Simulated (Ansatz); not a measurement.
## Effective masses and thermopower of CaF₂ under load (space group I4/mmm)

Input:

```
CaF2
1.0
    0.00000     2.75094     2.71029
    2.75094     0.00000     2.71029
    2.75094     2.75094     0.00000
Ca F
1 2
Direct
  0.00000   0.00000   0.00000
  0.75000   0.75000   0.75000
  0.25000   0.25000   0.25000
```

Level of theory: PBEsol, rigid bands (plane waves, PAW, scalar-relativistic; Ansatz, a first-principles code). Condition of this run: biaxial strain xx = yy = +1.5 %, z clamped. Cell: cell and atoms relaxed with PBEsol, then loaded as said.

The band gap is 7.02 eV and the electron conductivity mass (300 K, dilute) is 0.56 mₑ. The hole conductivity mass (300 K, dilute) is 5.9 (x), 5.9 (y), 0.88 (z) mₑ. The effective density of states N_c (300 K) is 1.1e19 cm⁻³ and the effective density of states N_v (300 K) is 1.9e20 cm⁻³. The density-of-states mass, electrons is 0.56 mₑ. The density-of-states mass, holes is 3.8 mₑ and the Seebeck coefficient, n-type 1e19 cm⁻³, 300 K is -225 μV/K. The best n-type power factor at 300 K for τ = 10 fs (best axis; densities from 1e16 to 1e21 cm⁻³ tried, whether or not they can be reached) is 3.1 μW/(cm·K²) at 3e19 cm⁻³ and the Seebeck coefficient, p-type 1e19 cm⁻³, 300 K is 517 μV/K.

Rigid bands; masses and Seebeck coefficients take one relaxation time τ for all states and one kind of carrier; polarons and phonon drag are left out. Spin-orbit coupling is left out; where it splits the top of the valence band, N_v and the p-type Seebeck coefficient come out somewhat high without it.
